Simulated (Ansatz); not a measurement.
HfC, response to strain

The reference is HfC in the rock salt structure (space group Fm-3m, No. 225; relaxed with 0.1 eV smearing).

```xyz
2
Lattice="0.0000 2.3035 2.3035 2.3035 0.0000 2.3035 2.3035 2.3035 0.0000" Properties=species:S:1:pos:R:3 pbc="T T T"
Hf     0.0000     0.0000     0.0000
C      2.3035     2.3035     2.3035
```

Cartesian axes are those of the cell as printed.

Strains are applied to the cell and any free atomic positions relax.

Calculations: PBEsol, PAW, 420 eV (Ansatz, a first-principles code; without spin-orbit coupling).

Notes on the quantities. pressure: mean of the normal stresses, compression positive; energy relative to the base: free energy F.

```json
[
 {"case": "base", "pressure": "0.0 GPa", "energy relative to the base": "0 meV/atom", "shortest interatomic distance": "2.304 Å"},
 {"case": "uniaxial strain ε_zz = −3.00 %", "pressure": "8.5 GPa", "energy relative to the base": "+21 meV/atom", "shortest interatomic distance": "2.234 Å"},
 {"case": "uniaxial strain ε_zz = −2.50 %", "pressure": "6.9 GPa", "energy relative to the base": "+14 meV/atom", "shortest interatomic distance": "2.246 Å"},
 {"case": "uniaxial strain ε_zz = −2.00 %", "pressure": "5.4 GPa", "energy relative to the base": "+8.8 meV/atom", "shortest interatomic distance": "2.257 Å"},
 {"case": "uniaxial strain ε_zz = −1.00 %", "pressure": "2.6 GPa", "energy relative to the base": "+2.1 meV/atom", "shortest interatomic distance": "2.280 Å"},
 {"case": "uniaxial strain ε_zz = −0.50 %", "pressure": "1.3 GPa", "energy relative to the base": "+0.5 meV/atom", "shortest interatomic distance": "2.292 Å"},
 {"case": "uniaxial strain ε_zz = +0.50 %", "pressure": "-1.2 GPa", "energy relative to the base": "+0.5 meV/atom", "shortest interatomic distance": "2.304 Å"},
 {"case": "uniaxial strain ε_zz = +1.50 %", "pressure": "-3.5 GPa", "energy relative to the base": "+4.4 meV/atom", "shortest interatomic distance": "2.304 Å"},
 {"case": "uniaxial strain ε_zz = +2.00 %", "pressure": "-4.5 GPa", "energy relative to the base": "[?]", "shortest interatomic distance": "2.304 Å"},
 {"case": "uniaxial strain ε_zz = +2.50 %", "pressure": "-5.6 GPa", "energy relative to the base": "[?]", "shortest interatomic distance": "2.304 Å"}
]
```

Question: Fill in the withheld entries from the trend.

Answer: 
- uniaxial strain ε_zz = +2.00 %, energy relative to the base: +7.7 meV/atom
- uniaxial strain ε_zz = +2.50 %, energy relative to the base: +12 meV/atom

Whether these cells are dynamically stable was not tested. The final runs are not spin-polarised.
